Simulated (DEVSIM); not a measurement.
Structure: Si n-p junction from an implanted or diffused profile, at 300 K.

```csv
layer (left to right),material,thickness (μm),Na (cm⁻³),τn (s),τp (s)
1,Si,4.20,5.2e15,6.4e-6,6.4e-6
```

Added donor profile: 8.5e18 cm⁻³ × exp(−(x − 0.075 μm)²/(2·(0.089 μm)²)). Left contact: ohmic. Right contact: ohmic. Voltage is applied to the left contact. Recombination: SRH at mid-gap, radiative. Mobility is constant in doping.

This is a model device: material constants are rounded textbook-type values typed into the input, and sizes, dopings and lifetimes were drawn at random. Values at 300 K.

```
parameter           Si
-------------  -------
gap (eV)         1.124
affinity (eV)     4.05
permittivity      11.7
Nc (cm⁻³)      2.86e19
Nv (cm⁻³)       3.1e19
μn (cm²/Vs)       1417
μp (cm²/Vs)        470
B (cm³/s)      4.7e-15
```

DEVSIM, 1D drift-diffusion, Boltzmann statistics, complete ionisation; no tunnelling, impact ionisation, image-force lowering or self-heating.

Question: Tabulate band edges, carrier densities and field at 10.0 V on the left contact.

Answer: Energies count from the Fermi level of the right contact; mesh points crowd at the junctions.

| x (μm) | Ec (eV) | Ev (eV) | n (cm⁻³) | p (cm⁻³) | field (V/cm) |
|---|---|---|---|---|---|
| 0.000 | -9.959 | -11.083 | 6.0e18 | < 1e2 | -2400 |
| 0.01639 | -9.963 | -11.087 | 6.8e18 | < 1e2 | -1900 |
| 0.03758 | -9.966 | -11.090 | 7.8e18 | < 1e2 | -1200 |
| 0.06165 | -9.968 | -11.092 | 8.4e18 | < 1e2 | -440 |
| 0.1039 | -9.967 | -11.091 | 8.1e18 | < 1e2 | 940 |
| 0.1415 | -9.961 | -11.085 | 6.4e18 | < 1e2 | 2200 |
| 0.1902 | -9.947 | -11.071 | 3.7e18 | < 1e2 | 3800 |
| 0.2583 | -9.914 | -11.038 | 1.0e18 | < 1e2 | 6000 |
| 0.3153 | -9.845 | -10.969 | 7.2e16 | < 1e2 | 37000 |
| 0.3669 | -9.408 | -10.532 | 3.2e9 | < 1e2 | 110000 |
| 0.4239 | -8.720 | -9.844 | 640 | < 1e2 | 120000 |
| 0.4953 | -7.856 | -8.980 | 620 | 210 | 120000 |
| 0.6059 | -6.595 | -7.719 | 610 | 410 | 110000 |
| 0.8333 | -4.309 | -5.433 | 590 | 960 | 91000 |
| 1.648 | 0.462 | -0.662 | 250 | 2.3e8 | 26000 |
| 2.686 | 0.899 | -0.225 | 7100 | 5.2e15 | ≈ 0 |
| 3.418 | 0.899 | -0.225 | 14000 | 5.2e15 | ≈ 0 |
| 3.784 | 0.899 | -0.225 | 18000 | 5.2e15 | ≈ 0 |
| 4.035 | 0.899 | -0.225 | 21000 | 5.2e15 | ≈ 0 |
| 4.121 | 0.899 | -0.225 | 22000 | 5.2e15 | ≈ 0 |
| 4.168 | 0.899 | -0.225 | 22000 | 5.2e15 | ≈ 0 |
| 4.200 | 0.899 | -0.225 | 22000 | 5.2e15 | ≈ 0 |
